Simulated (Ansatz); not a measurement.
The reference is Ga2O3 in the corundum structure (space group R-3c, No. 167; a = 5.000 Å, c = 13.449 Å (hexagonal axes)).

Method: PBEsol, PAW, 420 eV (Ansatz, a program for electronic structure; scalar-relativistic without spin-orbit coupling).

Strains are applied to the cell and any free atomic positions relax.

One change was made to it. Results:

```tsv
quantity	base	after
pressure (mean of the normal stresses, compression positive)	0.00 GPa	-12.67 GPa
electron mass	0.22 mₑ (at Γ)	0.19 mₑ (at Γ)
energy relative to the base (free energy F)	0 meV/atom	+28 meV/atom
smallest direct gap	2.95 eV	2.24 eV
band gap	2.70 eV	2.02 eV
```

Q: Which change produced these results?
(A) isotropic strain +1.50 %
(B) isotropic strain +0.75 %
(C) isotropic strain +2.25 %
(D) isotropic strain +3.00 %

A: C, isotropic strain +2.25 %. For comparison, the band gap in the other runs: isotropic strain +1.50 % gives 2.24 eV; isotropic strain +0.75 % gives 2.47 eV; isotropic strain +3.00 % gives 1.80 eV.

Effective masses come from finite differences of ±0.01 Å⁻¹. Gaps are read on the SCF mesh and a high-symmetry path. Stability against distortions was not tested.
